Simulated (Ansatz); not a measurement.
Start from Al$_{12}$W (space group Im-3, No. 204; a = 7.538 Å).

Calculations: PBEsol, PAW, 420 eV (Ansatz, a program for electronic structure; spin-orbit coupling left out).

Base values:

* **Lattice parameter a**: 7.538 Å

Modification: a hydrostatic pressure of 0.7 GPa.

### Question
What does the calculation give for the lattice parameter a after the change?

### Answer
The lattice parameter a falls by 0.0175 Å (7.538 Å → 7.521 Å).

Load acts through the strain it causes; cell and atoms are relaxed under it. Whether these cells are dynamically stable was not tested. All final runs are without spin polarisation.
